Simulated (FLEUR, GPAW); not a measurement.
A FLEUR input for a self-consistent single point of ScCoC₂ (P4/nmm, 8 atoms in the cell) (DFT, PBEsol, all-electron FLAPW (FLEUR), scalar-relativistic valence):

Input of the input generator:

```
ScCoC2
&input film=f /
1.0000000000 0.0000000000 0.0000000000
0.0000000000 1.0000000000 0.0000000000
0.0000000000 0.0000000000 2.1483363894
6.2411909129
1.0 1.0 1.0

8
21 0.5000000000 -0.0000000000 0.6543300000
21 -0.0000000000 0.5000000000 0.3456700000
27 0.5000000000 0.5000000000 0.0000000000
27 -0.0000000000 0.0000000000 0.0000000000
6 -0.0000000000 0.5000000000 0.8501300000
6 0.5000000000 -0.0000000000 0.1498700000
6 0.5000000000 0.0000000000 0.3467000000
6 -0.0000000000 0.5000000000 0.6533000000

&comp jspins=1 /
&exco xctyp='PBEs' /
&kpt div1=9 div2=9 div3=4 gamma=t /
&end /
```

```xml
<?xml version="1.0" encoding="UTF-8" standalone="no"?>
<fleurInput fleurInputVersion="0.39">
   <comment>
      ScCoC2                                                                                              
   </comment>
   <calculationSetup>
      <cutoffs Kmax="4.8" Gmax="16.8" GmaxXC="16.8" numbands="0"/>
      <scfLoop itmax="60" minDistance="0.00001" maxIterBroyd="15" imix="Anderson" alpha="0.05" precondParam="0.0" spinf="2.0"/>
      <coreElectrons ctail="T" frcor="F" kcrel="0" coretail_lmax="0"/>
      <xcFunctional name="PBEs" relativisticCorrections="F"/>
      <magnetism jspins="1"/>
      <soc l_soc="F" theta="0.0" phi="0.0" spav="F"/>
      <expertModes spex="0" secvar="F"/>
      <geometryOptimization l_f="T" forcealpha="1.0" forcemix="BFGS" epsdisp="0.00001" epsforce="0.00001"/>
      <ldaU l_linMix="F" mixParam="0.05" spinf="1.0"/>
   </calculationSetup>
   <cell>
      <bzIntegration valenceElectrons="68.0" mode="gauss" fermiSmearingEnergy="0.00367493">
         <kPointListSelection listName="default-1"/>
         <!-- k-points included here -->
         <xi:include xmlns:xi="http://www.w3.org/2001/XInclude" href="kpts.xml"> </xi:include>
      </bzIntegration>
      <!-- symmetry operations included here -->
      <xi:include xmlns:xi="http://www.w3.org/2001/XInclude" href="sym.xml"> </xi:include>
      <bulkLattice scale="1.0">
         <bravaisMatrix>
            <row-1>    6.2411909128999996     0.0000000000000000     0.0000000000000000</row-1>
            <row-2>    0.0000000000000000     6.2411909128999996     0.0000000000000000</row-2>
            <row-3>    0.0000000000000000     0.0000000000000000    13.4081775513756742</row-3>
         </bravaisMatrix>
      </bulkLattice>
   </cell>
   <atomSpecies>
      <species name="Scandium (Sc)" element="Sc" atomicNumber="21">
         <mtSphere radius="2.57" gridPoints="905" logIncrement="0.013"/>
         <atomicCutoffs lmax="10" lnonsphr="8"/>
         <electronConfig flipSpins="F">
            <coreConfig>(1s1/2) (2s1/2) (2p1/2) (2p3/2)</coreConfig>
            <valenceConfig>(3s1/2) (3p1/2) (3p3/2) (4s1/2) (3d3/2) (3d5/2)</valenceConfig>
            <stateOccupation state="(3d3/2)" spinUp="0.2" spinDown="0.2"/>
            <stateOccupation state="(3d5/2)" spinUp="0.3" spinDown="0.3"/>
         </electronConfig>
         <energyParameters s="4" p="4" d="3" f="4"/>
         <lo type="SCLO" l="0" n="3" eDeriv="0"/>
         <lo type="SCLO" l="1" n="3" eDeriv="0"/>
      </species>
      <species name="Cobalt (Co)" element="Co" atomicNumber="27">
         <mtSphere radius="2.02" gridPoints="711" logIncrement="0.017"/>
         <atomicCutoffs lmax="8" lnonsphr="6"/>
         <electronConfig flipSpins="F">
            <coreConfig>(1s1/2) (2s1/2) (2p1/2) (2p3/2) (3s1/2)</coreConfig>
            <valenceConfig>(3p1/2) (3p3/2) (4s1/2) (3d3/2) (3d5/2)</valenceConfig>
            <stateOccupation state="(3d3/2)" spinUp="1.4" spinDown="1.4"/>
            <stateOccupation state="(3d5/2)" spinUp="2.1" spinDown="2.1"/>
         </electronConfig>
         <energyParameters s="4" p="4" d="3" f="4"/>
         <lo type="SCLO" l="1" n="3" eDeriv="0"/>
      </species>
      <species name="Carbon (C)" element="C" atomicNumber="6">
         <mtSphere radius="1.21" gridPoints="427" logIncrement="0.024"/>
         <atomicCutoffs lmax="6" lnonsphr="4"/>
         <electronConfig flipSpins="F">
            <coreConfig>(1s1/2)</coreConfig>
            <valenceConfig>(2s1/2) (2p1/2) (2p3/2)</valenceConfig>
            <stateOccupation state="(2p1/2)" spinUp="0.3333333333333" spinDown="0.3333333333333"/>
            <stateOccupation state="(2p3/2)" spinUp="0.6666666666667" spinDown="0.6666666666667"/>
         </electronConfig>
         <energyParameters s="2" p="2" d="3" f="4"/>
      </species>
   </atomSpecies>
   <atomGroups>
      <atomGroup species="Scandium (Sc)">
         <relPos label="                   1">1.000/4.000 -1.000/4.000 -.3456700000</relPos>
         <relPos label="                   2">-1.000/4.000 1.000/4.000 .3456700000</relPos>
         <force calculate="T" relaxXYZ="TTT"/>
      </atomGroup>
      <atomGroup species="Cobalt (Co)">
         <relPos label="                   3">1.000/4.000 1.000/4.000 .0000000000</relPos>
         <relPos label="                   4">-1.000/4.000 -1.000/4.000 .0000000000</relPos>
         <force calculate="T" relaxXYZ="TTT"/>
      </atomGroup>
      <atomGroup species="Carbon (C)">
         <relPos label="                   5">-1.000/4.000 1.000/4.000 -.1498700000</relPos>
         <relPos label="                   6">1.000/4.000 -1.000/4.000 .1498700000</relPos>
         <force calculate="T" relaxXYZ="TTT"/>
      </atomGroup>
      <atomGroup species="Carbon (C)">
         <relPos label="                   7">1.000/4.000 -1.000/4.000 .3467000000</relPos>
         <relPos label="                   8">-1.000/4.000 1.000/4.000 -.3467000000</relPos>
         <force calculate="T" relaxXYZ="TTT"/>
      </atomGroup>
   </atomGroups>
   <output dos="F" band="F" slice="F">
      <checks vchk="F" cdinf="F"/>
      <bandDOS minEnergy="-.5*Htr" maxEnergy="0.5*Htr" sigma="0.015" storeEVData="T"/>
      <vacuumDOS vacdos="F" integ="F" star="F" nstars="0" locx1="0.0" locy1="0.0" locx2="0.0" locy2="0.0" nstm="0" tworkf="0.0"/>
      <unfoldingBand unfoldBand="F" supercellX="1" supercellY="1" supercellZ="1"/>
      <plotting iplot="0" polar="F">
         <plot TwoD="T" vec1="  1.0  0.0  0.0" vec2="  0.0  1.0  0.0" vec3="  0.0  0.0  1.0" zero="  0.0  0.0  0.0" file="plot"/>
      </plotting>
      <chargeDensitySlicing numkpt="0" minEigenval="0.0" maxEigenval="0.0" nnne="0" pallst="F"/>
      <specialOutput eonly="F"/>
      <magneticCircularDichroism mcd="F" energyLo="-10.0" energyUp="0.0"/>
   </output>
  <!-- We include the file relax.xml here to enable relaxations (see documentation) -->
  <xi:include xmlns:xi="http://www.w3.org/2001/XInclude" href="relax.xml"> <xi:fallback/> </xi:include>
</fleurInput>
```

Question: Translate this input to GPAW.

Answer: This is the input that was run; spellings and numerical settings could be chosen otherwise.

```python
from ase import Atoms
from ase.units import GPa
from gpaw import GPAW

atoms = Atoms(['Sc', 'Sc', 'Co', 'Co', 'C', 'C', 'C', 'C'],
              cell=[[3.302696, 0.000000, 0.000000],
                    [0.000000, 3.302696, 0.000000],
                    [0.000000, 0.000000, 7.095302]],
              positions=[[1.651348, 0.000000, 4.642669],
                         [0.000000, 1.651348, 2.452633],
                         [1.651348, 1.651348, 0.000000],
                         [0.000000, 0.000000, 0.000000],
                         [0.000000, 1.651348, 6.031929],
                         [1.651348, 0.000000, 1.063373],
                         [1.651348, 0.000000, 2.459941],
                         [0.000000, 1.651348, 4.635361]],
              pbc=True)

calc = GPAW(mode={'name': 'pw', 'ecut': 950},
            xc='PBEsol',
            kpts={'size': (9, 9, 4), 'gamma': True},
            occupations={'name': 'methfessel-paxton', 'width': 0.1, 'order': 0},
            nbands=-14,
            convergence={'density': 1e-05},
            symmetry={'symmorphic': False, 'tolerance': 0.0005},
            maxiter=100,
            txt='-')

atoms.calc = calc

energy = atoms.get_potential_energy()
print('Energy (eV):', round(energy, 6))
forces = atoms.get_forces()
print('Forces (eV/Ang):')
print(forces.round(5))
stress = atoms.get_stress()
print('Stress (GPa, Voigt):', (stress / GPa).round(4))
```

Basis settings and potentials, where a program has them, do not carry over. This input uses DFT PBEsol, plane waves, GPAW PAW datasets PBEsol (made by gpaw-setup).

The starting cell comes from a database of computed structures (which also holds hypothetical and non-ambient phases and stackings), without a prior relaxation at this level. Its lattice was rescaled by a random factor within 2.5 % of one.
